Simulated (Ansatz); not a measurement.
Levels about the gap of amorphous Ta16O40Cu (57 atoms in a cell of 804 Å³, 7.43 g/cm³; zone centre alone, so wide bands show as single levels with stretches between that a denser mesh fills), at the geometry that PBE relaxed, where it gives 4.0 GPa on a denser mesh. The participation number counts the atoms over which a state spreads; weights are charges in smoothed Voronoi cells. The levels come from a single point, so bond lengths are those of that geometry. Method of the levels: PBE, scalar-relativistic without spin-orbit coupling (Ansatz, an electronic-structure program). Sampling: the zone centre alone; Fermi-Dirac width 0.02 eV; collinear spin, started from a total moment of 1 μB (at the end a net moment of 1.0 μB). In the spin-polarised cell the level spacing at the Fermi energy can part levels of unlike spin.

It comes from a melt-quench run on a machine-learned potential (CHGNet), relaxed afterwards by DFT. O atoms were pushed apart under 1.9 Å during the dynamics, to hinder bonds among them. The hot cell started wider than the set density and was brought back towards it in steps. It is the lowest in DFT energy of 2 quenches. It is a model cell: composition and starting density were chosen by hand, and all elements were melted together. No dispersion term was used. Its density started from a set value of 7.43 and ended at 7.43 g/cm³. The simulated quench (nominally 300 K/ps over its main leg) is rapid and tends to freeze in more defects than a deposited or slowly cooled glass has. A cell of this size samples the disorder only roughly. The volume was held where the preparation left it, at a PBE pressure of 4.0 GPa. Stress components on the final sampling reach 4.3 GPa. On a 2×2×2 Γ-centred mesh force components of up to 0.17 eV/Å stay, since the relaxation ran on the zone centre alone.

```csv
"E - E(highest filled), eV",filling,spin,participation number,largest on,weight Cu,weight Ta,weight O
-1.76,filled,up,1.5,"Cu, 3 neighbours",0.82,0.03,0.15
-1.75,filled,dn,1.5,"Cu, 3 neighbours",0.82,0.03,0.15
-1.72,filled,up,1.4,"Cu, 3 neighbours",0.83,0.03,0.14
-1.71,filled,dn,1.4,"Cu, 3 neighbours",0.83,0.03,0.14
-1.29,filled,up,1.8,"Cu, 3 neighbours",0.73,0.04,0.23
-1.29,filled,dn,1.8,"Cu, 3 neighbours",0.74,0.04,0.22
0.00,filled,up,8.5,"Ta, 6 neighbours",0.01,0.59,0.40
0.46,empty,dn,10.8,"Ta, 6 neighbours",0.01,0.61,0.38
0.71,empty,up,15.1,"Ta, 6 neighbours",0.01,0.66,0.32
0.73,empty,dn,14.5,"Ta, 6 neighbours",0.01,0.66,0.33
0.74,empty,up,15.5,"Ta, 6 neighbours",0.00,0.65,0.35
0.77,empty,dn,15.3,"Ta, 6 neighbours",0.00,0.66,0.34
0.87,empty,up,10.5,"Ta, 6 neighbours",0.01,0.67,0.32
0.91,empty,dn,11.0,"Ta, 6 neighbours",0.01,0.66,0.33
```

Most localised among these is the filled level at -1.72 eV, on a Cu atom, which has 3 neighbours (O 1.86 Å, O 1.88 Å, Ta 2.91 Å).
